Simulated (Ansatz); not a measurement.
The parent structure is KCl in the rock salt structure (space group Fm-3m, No. 225; a = 6.381 Å).

Calculations: PBE (Ansatz, a first-principles code, PAW, no SOC).

Base values:

```
Quantity                                Value
-----------------------------  --------------
Width of the top valence band         0.45 eV
Band gap                              5.05 eV
Electron mass                  0.45 mₑ (at Γ)
```

One thing is altered: cell and atoms relaxed at a pressure of 5 GPa.

Question: What does the calculation give for the width of the top valence band after the change?

Answer: The width of the top valence band increases by 0.10 eV (0.45 eV → 0.55 eV).

Question: How does this affect the band gap?

Answer: The band gap increases by 0.71 eV, from 5.05 eV to 5.76 eV.

Question: Predict the new electron mass.

Answer: The electron mass becomes 0.42 mₑ (at Γ) (base: 0.45 mₑ (at Γ)).

Load acts through the strain it causes; cell and atoms are relaxed under it. Masses are band curvatures over ±0.01 Å⁻¹ around the edge. Whether these cells are dynamically stable was not tested. Competing high-pressure phases were not computed.
